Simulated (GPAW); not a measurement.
**Short convergence ladders for ScGa₃ (P4mm, 4 atoms in the cell)**

```yaml
crystal:
  lattice:
    - [4.06135, 0.00000, 0.00000]
    - [0.00000, 4.06135, 0.00000]
    - [0.00000, 0.00000, 4.06135]
  atoms:
    - { symbol: Sc, position: [0.00000, 0.00000, 0.01231] }
    - { symbol: Ga, position: [0.50000, 0.50000, 0.00000] }
    - { symbol: Ga, position: [0.00000, 0.50000, 0.50000] }
    - { symbol: Ga, position: [0.50000, 0.00000, 0.50000] }
```

Base method: PBEsol, GPAW PAW datasets PBEsol (made by gpaw-setup) (plane waves; GPAW).

Base settings: mode = pw; ecut = 800 eV; xc = PBEsol; kpts = 4 4 4; mesh shift (steps) = 0 0 0; occupations.name = methfessel-paxton; occupations.width = 0.1 eV; occupations.order = 0; nbands = -10; convergence.density = 1e-05 e/electron.

The count of work is k-points × plane waves × bands × iterations; it is no time. 

**Shifted k-point meshes**

In this ladder: kpts_shift = 0.5 0.5 0.5.

Only quantities that move along the ladder and can be compared are tabulated.

```csv
kpts,free energy less the last step's (meV/atom),pressure (GPa),largest difference of a force vector from the last step's (eV/Å),count of work / last
2 2 2,-257.48,-3.21,0.032,0.0045
4 4 4,3.07,-0.97,0.020,0.027
6 6 6,11.23,-0.56,0.004,0.066
16 16 16,0.00,-0.37,0.000,1.0
```

Coarsest kpts that holds the free energy within 5 meV/atom: not settled: the last two steps still differ by 11 meV/atom, over half the tolerance, so the ladder does not show it.

Coarsest kpts that holds the pressure within 0.5 GPa of the last step, with all finer ones: 6 6 6, at 0.066 of the last step's count of work; the step before is off by 0.61 GPa.

Coarsest kpts that holds the forces within 0.01 eV/Å of the last step, with all finer ones: 6 6 6, at 0.066 of the last step's count of work; the step before is off by 0.020 eV/Å.

**The k-point mesh at a smearing width of 0.05 eV**

In this ladder: occupations.width = 0.05 eV.

The second cell is the first with its lattice scaled by 0.98.

Only quantities that move along the ladder and can be compared are tabulated.

```csv
kpts,free energy less the last step's (meV/atom),energy of the compressed cell less the first (meV/atom),pressure (GPa),largest difference of a force vector from the last step's (eV/Å),count of work / last
3 3 3,56.32,8.54,-1.35,0.025,0.041
5 5 5,-4.96,13.75,-0.65,0.013,0.14
7 7 7,5.19,12.28,-0.77,0.004,0.36
11 11 11,0.00,14.14,-0.42,0.000,1.0
```

Coarsest kpts that holds the forces within 0.02 eV/Å of the last step, with all finer ones: 5 5 5, at 0.14 of the last step's count of work; the step before is off by 0.025 eV/Å.

Coarsest kpts that holds the free energy within 2 meV/atom: not settled: the last two steps still differ by 5.2 meV/atom, over half the tolerance, so the ladder does not show it.

Coarsest kpts that holds the pressure within 0.5 GPa: not settled: the last two steps still differ by 0.35 GPa, over half the tolerance, so the ladder does not show it.

**The setting conv density**

Moved along: convergence.energy, convergence.eigenstates.

The mesh stays at the base's, so the ladder's end is converged at best in this setting alone.

Only quantities that move along the ladder and can be compared are tabulated.

| convergence.density | free energy less the last step's (meV/atom) | pressure (GPa) | largest difference of a force vector from the last step's (eV/Å) |
|---|---|---|---|
| 0.01 e/electron | -0.92 | 0.27 | 0.058 |
| 0.0001 e/electron | 0.00 | 1.16 | 0.002 |
| 1e-05 e/electron | 0.00 | 1.15 | 0.000 |
| 1e-07 e/electron | 0.00 | 1.15 | 0.000 |

Coarsest convergence.density that holds the forces within 0.005 eV/Å of the last step, with all finer ones: 0.0001 e/electron; the step before is off by 0.058 eV/Å.

Coarsest convergence.density that holds the pressure within 0.1 GPa of the last step, with all finer ones: 0.0001 e/electron; the step before is off by 0.88 GPa.

Coarsest convergence.density that holds the free energy within 0.5 meV/atom of the last step, with all finer ones: 0.0001 e/electron; the step before is off by 0.92 meV/atom.

On the base run: the starting cell comes from a database of computed structures (which also holds hypothetical and non-ambient phases and stackings), without a prior relaxation at this level. Its lattice was rescaled by up to half a per cent. One atom was moved a little off its site on purpose. Without a gap this mesh is coarse (it stands for a supercell whose shortest vector is 16 Å).
